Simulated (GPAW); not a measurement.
```xyz
6
Lattice="3.0856 0.0000 0.0000 0.0000 3.7400 0.0000 0.0000 0.0000 7.6921" Properties=species:S:1:pos:R:3 pbc="T T T"
Cr     0.0000     0.0000     0.8157
Cr     1.5428     1.8700     6.8764
Cl     0.0000     1.8700     5.2415
Cl     1.5428     0.0000     2.4505
O      1.5428     0.0000     7.2907
O      0.0000     1.8700     0.4014
```
Moments meant for the start (each program seeds them in its own way; μB, in the order of the atoms Cr Cr Cl Cl O O): 3.0 3.0 0.0 0.0 0.0 0.0.

Computed with LDA (Perdew-Wang 92), GPAW PAW datasets LDA (gpaw-data 1.0.1) (plane waves; GPAW).

The set-up and first iterations of a GPAW log for CrClO (Pmmn, 6 atoms in the cell):

```
Input parameters:
  convergence: {bands: -2,
                density: 1e-05,
                energy: 1e-05}
  kpts: {gamma: True,
         size: (5, 4, 2)}
  maxiter: 150
  mode: {ecut: 900.0000000000001,
         name: pw}
  nbands: -4
  occupations: {fixmagmom: False,
                name: fermi-dirac,
                width: 0.01}
  spinpol: True
  symmetry: {symmorphic: False,
             tolerance: 0.0005}

species:
  Cr:
    name: Chromium
    Z: 24.0
    valence: 6
    core: 18
    charge: 0.0
    file: Cr.LDA.gz

    # Using partial waves for Cr as LCAO basis

  Cl:
    name: Chlorine
    Z: 17.0
    valence: 7
    core: 10
    charge: 0.0
    file: Cl.LDA.gz

    # Using partial waves for Cl as LCAO basis

  O:
    name: Oxygen
    Z: 8.0
    valence: 6
    core: 2
    charge: 0.0
    file: O.LDA.gz

    # Using partial waves for O as LCAO basis

Reference energy: -86147.442127  # eV

Spin-polarized calculation.
   [... lines left out ...]

Density mixing:
  Method: difference
  Backend: pulay
  Linear mixing parameter: 0.05
  old densities: 5
  Damping of long wavelength oscillations: 50

Hamiltonian:
  XC and Coulomb potentials evaluated on a 48*56*108 grid
  External potential:
    NoExternalPotential

Number of atoms: 6
Number of atomic orbitals: 34
Number of bands in calculation: 26
Number of valence electrons: 38
Bands to converge: 24

Density initialized from atomic densities
  26 bands from LCAO basis set

Atomic positions and initial magnetic moments

Positions:
   0 Cr     0.000000    0.000000    0.815670    ( 0.0000,  0.0000,  3.0000)
   1 Cr     1.542819    1.869984    6.876426    ( 0.0000,  0.0000,  3.0000)
   2 Cl     0.000000    1.869984    5.241548    ( 0.0000,  0.0000,  0.0000)
   3 Cl     1.542819    0.000000    2.450548    ( 0.0000,  0.0000,  0.0000)
   4 O      1.542819    0.000000    7.290722    ( 0.0000,  0.0000,  0.0000)
   5 O      0.000000    1.869984    0.401374    ( 0.0000,  0.0000,  0.0000)

Unit cell:
           periodic     x           y           z      points  spacing
  1. axis:    yes    3.085637    0.000000    0.000000    24     0.1286
  2. axis:    yes    0.000000    3.739969    0.000000    28     0.1336
  3. axis:    yes    0.000000    0.000000    7.692096    54     0.1424

  Lengths:   3.085637   3.739969   7.692096
  Angles:   90.000000  90.000000  90.000000

Effective grid spacing dv^(1/3) = 0.1347
     iter     time        total  log10-change:  magmom
                         energy   eigst   dens
iter:   1 --:--:--   -48.496361   +0.79           +5.9700
iter:   2 --:--:--   -48.174998   -0.24  -1.07    +5.7813
iter:   3 --:--:--   -46.767904   -0.38  -1.12    +5.9529
iter:   4 --:--:--   -46.605001   -0.88  -1.31    +5.9788
iter:   5 --:--:--   -46.504749   -1.28  -1.40    +6.0012
```

Q: How does the run end?

A: The run converged in 85 iterations. Its thresholds were met; that alone does not show that basis and mesh suffice. It ends on: free energy E − TS (from the program's reference atoms) -46.3909 eV; top of the valence band (on the code's own zero) 5.61 eV; gap on the k-point mesh 0.28 eV; largest force (vector length) 0.686 eV/Å; size of the cell's spin moment 6.00 μB; site moments (μB, in the program's spheres or projections) Cr 2.67, Cr 2.67, Cl 0.02, Cl 0.02, O 0.02, O 0.02. The log goes on:

```
   [... 3 lines left out ...]
iter:   9 --:--:--   -46.394416   -1.82  -2.19    +5.9997
iter:  10 --:--:--   -46.389750   -2.72  -2.40    +5.9999
   [... lines left out ...]
iter:  39 --:--:--   -46.390939c  -5.36  -4.98    +6.0000
iter:  40 --:--:--   -46.390940c  -5.44  -5.09c   +6.0000
iter:  41 --:--:--   -46.390940c  -5.48  -5.28c   +6.0000
iter:  42 --:--:--   -46.390940c  -5.44  -5.28c   +6.0000
iter:  43 --:--:--   -46.390940c  -5.42  -5.42c   +6.0000
iter:  44 --:--:--   -46.390940c  -5.48  -5.94c   +6.0000
   [... 36 lines left out ...]
iter:  81 --:--:--   -46.390940c  -7.19  -7.31c   +6.0000
iter:  82 --:--:--   -46.390940c  -7.24  -7.26c   +6.0000
iter:  83 --:--:--   -46.390940c  -7.34  -7.26c   +6.0000
iter:  84 --:--:--   -46.390940c  -7.39  -7.26c   +6.0000
iter:  85 --:--:--   -46.390940c  -7.48c -7.26c   +6.0000
Converged after 85 iterations.

Dipole moment: (0.000008, -0.000008, 0.000000) |e|*Ang

Total magnetic moment: (0.000000, 0.000000, 6.000000)
Local magnetic moments:
   0 Cr ( 0.000000,  0.000000,  2.668676)
   1 Cr ( 0.000000,  0.000000,  2.668676)
   2 Cl ( 0.000000,  0.000000,  0.021755)
   3 Cl ( 0.000000,  0.000000,  0.021755)
   4 O  ( 0.000000,  0.000000,  0.022042)
   5 O  ( 0.000000,  0.000000,  0.022042)

Energy contributions relative to reference atoms: (reference = -86147.442127)

Kinetic:        +30.555267
Potential:      -37.939456
External:        +0.000000
XC:             -40.010963
Entropy (-ST):   -0.000000
Local:           +1.004212
SIC:             +0.000000
--------------------------
Free energy:    -46.390940
Extrapolated:   -46.390940

Spin contamination: 0.034682 electrons
Showing only first 2 kpts
                      Up                     Down
 Kpt  Band  Eigenvalues  Occupancy  Eigenvalues  Occupancy
   [... lines left out ...]
Fermi level: 5.74537
Gap: 0.283 eV
Direct gap: 0.283 eV
   [... lines left out ...]
Energy (eV): -46.39094

Forces in eV/Ang:
  0 Cr    0.00000    0.00000    0.33371
  1 Cr    0.00000    0.00000   -0.33371
  2 Cl    0.00000    0.00000   -0.68616
  3 Cl    0.00000    0.00000    0.68616
  4 O     0.00000    0.00000   -0.35832
  5 O     0.00000    0.00000    0.35832

Stress tensor:
    -0.046508     0.000000     0.000000
     0.000000    -0.047204     0.000000
     0.000000     0.000000    -0.041757
Stress (GPa, Voigt): [-7.4515 -7.5629 -6.6902  0.      0.      0.    ]
```

For comparison: a first run was changed to give this one (lattice scaled by 0.98), and from it to this one the free energy goes up by 15.1 meV/atom, the largest force goes from 0.061 to 0.686 eV/Å, the gap on the mesh goes from 0.468 to 0.283 eV and the size of the net moment stays at 1.00 μB/atom.

The starting cell comes from a database of computed structures (which also holds hypothetical and non-ambient phases and stackings), without a prior relaxation at this level. Its lattice was rescaled by a random factor within 2.5 % of one. For this run, on top of that: lattice scaled by 0.98. The magnetic order is the one reached from the typed start; others were not searched systematically.

The run was DFT LDA (Perdew-Wang 92), plane waves, GPAW PAW datasets LDA (gpaw-data 1.0.1). Main settings of its input:

| setting | value |
|---|---|
| spinpol | true |
| mode | pw |
| ecut | 900 eV |
| xc | LDA |
| kpts | 5 4 2 |
| mesh shift (steps) | 0 0 0 |
| occupations.name | fermi-dirac |
| occupations.width | 0.01 eV |
| nbands | -4 |
| convergence.density | 1e-05 e/electron |
| convergence.energy | 1e-05 eV/electron |
| convergence.bands | -2 |
